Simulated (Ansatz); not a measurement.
Start from PbS in the rock salt structure (space group Fm-3m, No. 225).

```cif
data_PbS
_chemical_formula_sum 'S1 Pb1'
_space_group_name_H-M_alt 'P 1'
_space_group_IT_number 1
_cell_length_a 4.22461
_cell_length_b 4.22461
_cell_length_c 4.22461
_cell_angle_alpha 60.000
_cell_angle_beta 60.000
_cell_angle_gamma 60.000
loop_
_space_group_symop_operation_xyz
  'x, y, z'
loop_
_atom_site_label
_atom_site_type_symbol
_atom_site_fract_x
_atom_site_fract_y
_atom_site_fract_z
_atom_site_occupancy
S1 S 0.00000 0.00000 0.00000 1
Pb1 Pb 0.50000 0.50000 0.50000 1
```

Method: plane-wave PAW DFT at the r2SCAN level (Ansatz, an electronic-structure program, 500 eV), scalar-relativistic without spin-orbit coupling.

Carriers are added at fixed cell with a uniform background; the Fermi–Dirac width is that of 300 K.

One change was made to it. Results:

```json
[
 {"quantity": "valley order (the lowest conduction-band minima on the path, energy above the VBM, named in the base's zone)", "base": "L along ⟨111⟩ 0.69 eV; a point along ⟨110⟩, about 0.6 Å⁻¹ from Γ 1.58 eV", "after": "L along ⟨111⟩ 0.64 eV; a point along ⟨110⟩, about 0.6 Å⁻¹ from Γ 1.54 eV"},
 {"quantity": "Fermi level relative to the doped band's edge (positive inside the band; to 0.05 eV)", "base": "–", "after": "+0.80 eV"}
]
```

Question: Which change produced these results?
A. electrons 1.0×10^22 cm⁻³
B. holes 1.5×10^21 cm⁻³
C. electrons 3.0×10^21 cm⁻³

Answer: C, electrons 3.0×10^21 cm⁻³. For comparison, the Fermi level from band edge in the other runs: electrons 1.0×10^22 cm⁻³ gives +1.30 eV; holes 1.5×10^21 cm⁻³ gives +0.50 eV.

Carriers are added with a uniform compensating background; total energy and stress of such cells depend on the potential's zero and are not compared; many-body gap narrowing is missing at this level. Spin-orbit coupling, missing from the scalar runs, can matter with Pb. The levels and masses belong to the bands next to the band gap. Whether these cells are dynamically stable was not tested.
